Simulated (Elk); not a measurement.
Elk run on InSe (R3m, 4 atoms in the cell): self-consistent single point.

Method of the run: LDA (PW92), all-electron FP-LAPW, Elk's shipped species files, APW+lo basis with extra local orbitals (Elk 10.2.4).

The change in words: lattice scaled by 0.98. Reference geometry:
```yaml
crystal:
  lattice:
    - [2.02334, 1.16818, 8.60852]
    - [-2.02334, 1.16818, 8.60852]
    - [0.00000, -2.33636, 8.60852]
  atoms:
    - { symbol: In, position: [0.11035, 0.11035, 0.11035] }
    - { symbol: In, position: [0.00183, 0.00183, 0.00183] }
    - { symbol: Se, position: [0.61971, 0.61971, 0.61971] }
    - { symbol: Se, position: [0.82581, 0.82581, 0.82581] }
```

Reference input (self-consistent single point, DFT, LDA (PW92), all-electron FP-LAPW, Elk's shipped species files, APW+lo basis with extra local orbitals): xctype = 3; rgkmax = 7.5; stype = 0; swidth = 0.0001 Ha; ngridk = 6 6 6; tforce = true; gmaxvr = 18 1/bohr; lmaxapw = 10; lmaxo = 8; nxlo = 2; lorbcnd = true; lradstp = 2. This run's input differs from it in these lines:

```diff
@@ -46,5 +46,5 @@
 avec
-    3.8235682650    2.2075381671   16.2677508075
-   -3.8235682650    2.2075381671   16.2677508075
-    0.0000000000   -4.4150763341   16.2677508075
+    3.7470966634    2.1633867388   15.9423967324
+   -3.7470966634    2.1633867388   15.9423967324
+    0.0000000000   -4.3267750630   15.9423965172
```

The program printed (abridged):

```
│ Self-consistent loop started │
│ Loop number : 1 │
 total energy                :     -16620.4154531
│ Loop number : 2 │
 total energy                :     -16620.4556169
RMS change in Kohn-Sham potential (target) :   0.8348673157E-01 (  0.1000000000E-05)
Absolute change in total energy (target)   :   0.4016378864E-01 (  0.1000000000E-03)
│ Loop number : 3 │
 total energy                :     -16620.0712561
RMS change in Kohn-Sham potential (target) :   0.7885593412E-01 (  0.1000000000E-05)
Absolute change in total energy (target)   :   0.3743198080     (  0.1000000000E-03)
│ Loop number : 4 │
   [... lines left out ...]
Absolute change in total energy (target)   :   0.3981887494E-03 (  0.1000000000E-03)
│ Loop number : 15 │
 total energy                :     -16610.4194276
RMS change in Kohn-Sham potential (target) :   0.6191243728E-07 (  0.1000000000E-05)
Absolute change in total energy (target)   :   0.1026679529E-03 (  0.1000000000E-03)
│ Loop number : 16 │
 total energy                :     -16610.4194243
RMS change in Kohn-Sham potential (target) :   0.2163660014E-07 (  0.1000000000E-05)
Absolute change in total energy (target)   :   0.2891251279E-04 (  0.1000000000E-03)
Convergence targets achieved

│ Loop number : 17 │

Energies :
 Fermi                       :     0.154358400004
 total energy                :     -16610.4194236

Density of states at Fermi energy :   0.8168514670E-05
 (states/Hartree/unit cell)

Estimated indirect band gap :   0.1321184564E-01
 from k-point     47 to k-point     47
Estimated direct band gap   :   0.1321184564E-01
 at k-point     47

Charges :
 core                        :    96.00000000
 valence                     :    70.00000000
 interstitial                :    7.663322905
 muffin-tins (core leakage)
  species :    1 (In)
   atom    1                 :    47.07940812     (  0.3197479568E-03)
   atom    2                 :    47.07898260     (  0.3197418262E-03)
  species :    2 (Se)
   atom    1                 :    32.08904963     (  0.1540763023E-03)
   [... lines left out ...]
   total force               :     0.00000000    0.00000000   -0.00318607
   total magnitude           :     0.00318607
  atom :    2
   Hellmann-Feynman          :    -0.00000000   -0.00000002    0.52218580
   IBS                       :     0.00000000    0.00000002   -0.51904040
   total force               :     0.00000000   -0.00000000    0.00314540
   total magnitude           :     0.00314540
```

The run converged in 17 iterations. The count includes the last loop, which Elk runs after its targets are met. Against the reference run the total energy drops by 10.4 meV/atom, the largest force goes from 0.296 to 0.214 eV/Å and the gap on the mesh goes from 0.209 to 0.360 eV.

The starting cell comes from a database of computed structures (which also holds hypothetical and non-ambient phases and stackings), without a prior relaxation at this level. For this run, on top of that: lattice scaled by 0.98. Values depend on the basis (sphere radii, cutoffs, local orbitals), which need not be converged.

Cost on one core of a shared machine: roughly 10 min.
